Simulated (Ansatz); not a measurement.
**Response to strain in SnTe**

Take SnTe in the rock salt structure (space group Fm-3m, No. 225) as the base.

```yaml
crystal:
  lattice:
    - [0.00000, 3.18483, 3.18483]
    - [3.18483, 0.00000, 3.18483]
    - [3.18483, 3.18483, 0.00000]
  atoms:
    - { symbol: Sn, position: [0.00000, 0.00000, 0.00000] }
    - { symbol: Te, position: [0.50000, 0.50000, 0.50000] }
```

Cartesian axes are those of the cell as printed.

Strains are applied to the cell and any free atomic positions relax; under biaxial strain the out-of-plane vector relaxes too.

Level of theory: r2SCAN (Ansatz, a quantum-chemistry and plane-wave program; PAW; 500 eV plane waves; scalar-relativistic without spin-orbit coupling).

Notes on the quantities. energy relative to the base: free energy F; pressure: mean of the normal stresses, compression positive.

| case | shortest interatomic distance | energy relative to the base | pressure |
|---|---|---|---|
| base | 3.185 Å | 0 meV/atom | 0.0 GPa |
| biaxial strain −2.50 %, plane normal [111], relaxed out of plane | 3.158 Å | +9.1 meV/atom | 1.2 GPa |
| biaxial strain −2.08 %, plane normal [111], relaxed out of plane | 3.162 Å | +6.2 meV/atom | 1.0 GPa |
| biaxial strain −1.67 %, plane normal [111], relaxed out of plane | 3.167 Å | +4.0 meV/atom | 0.8 GPa |
| biaxial strain −1.25 %, plane normal [111], relaxed out of plane | (withheld) | (withheld) | (withheld) |
| biaxial strain −0.83 %, plane normal [111], relaxed out of plane | 3.176 Å | +1.0 meV/atom | 0.4 GPa |
| biaxial strain −0.42 %, plane normal [111], relaxed out of plane | 3.180 Å | +0.3 meV/atom | 0.2 GPa |

Question: Fill in the withheld entries from the trend.

Answer: 
- biaxial strain −1.25 %, plane normal [111], relaxed out of plane, shortest interatomic distance: 3.171 Å
- biaxial strain −1.25 %, plane normal [111], relaxed out of plane, energy relative to the base: +2.3 meV/atom
- biaxial strain −1.25 %, plane normal [111], relaxed out of plane, pressure: 0.6 GPa

Whether these cells are dynamically stable was not tested. All final runs are without spin polarisation.
